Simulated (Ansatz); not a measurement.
**A constructed model of the (111) surface of fcc Rh, a pseudomorphic layer of Fe in the other hollow (bottom of the slab: a bare face, its two planes held)**

Computed with PBE (plane waves to 420 eV, PAW; Ansatz, a first-principles code).

Slab: 7 atoms, 13.5 Å thick at the start with caps and adatoms (thin: gaps and levels are the slab's own); k 16x16x1, smearing 0.1 eV, dipole-corrected; 2 atoms held, the rest relaxed; held to the start's symmetry, so lower structures may exist; spin-polarised, ending with about 3.0 μB a cell; orders that need a larger cell were not tried, no spin-orbit, no U. In PBE it is, or lies within 0.01 eV a 1x1 cell of, the lowest of the 2 structures of its composition computed so far; subsurface sites and larger cells were not tried.

* **work function of the top face**: 4.52 eV
* **energy released by relaxation**: 0.23 eV
* **magnetic moment of the cell**: 2.96 μB
* **cost**: about 7 core-minutes (a rough figure)
